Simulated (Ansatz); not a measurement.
For β-phase GaSe (model structure), LDA in Ansatz (plane waves, PAW) gives:

- lattice parameter a = 3.711 Å
- c axis length = 15.744 Å

**Question.** What does PBE (Ansatz, an electronic-structure program, PAW) give for the same quantities?

**Answer.** 
- lattice constant a: 3.815 Å (grows by 2.8 %)
- lattice parameter c: 18.225 Å (grows by 16 %)

Changes are worked out from the printed values.

Unless a cell is named, each level is at its own relaxed cell (LDA 23.47, PBE 28.72 Å³/atom).

Ansatz's density-functional and Hartree–Fock values are scalar-relativistic unless marked +SOC, with PAW data made under PBE.

A model structure was made by putting elements into a prototype or built by hand; here it ended with the formula and space group of a phase in our tables.
